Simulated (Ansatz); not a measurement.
Start from Sn (space group I4_1/amd, No. 141).

```yaml
crystal:
  lattice:
    - [-2.94392, 2.94392, 1.59226]
    - [2.94392, -2.94392, 1.59226]
    - [2.94392, 2.94392, -1.59226]
  atoms:
    - { symbol: Sn, position: [0.75000, 0.25000, 0.50000] }
    - { symbol: Sn, position: [0.00000, 0.00000, 0.00000] }
```

All numbers come from r2SCAN in Ansatz (plane waves to 500 eV, PAW, no spin-orbit coupling), earlier PAW set.

Base values:

| Quantity | Value |
|---|---|
| Volume per atom | 27.60 Å³ |

Perturbation: Mo takes the place of Sn on all its sites; the structure is relaxed again.

Tabulated Pauling electronegativity and covalent radius: Sn 1.96, 1.39 Å; Mo 2.16, 1.54 Å.

Problem. Predict the new volume per atom.

Solution. The volume per atom shrinks by 10.93 Å³ (27.60 Å³ → 16.67 Å³).

Stability against distortions was not tested. As relaxed here, Mo is a hypothetical phase, not in the database extracts checked. All final runs are without spin polarisation.

Ansatz is a quantum-chemistry and plane-wave program.
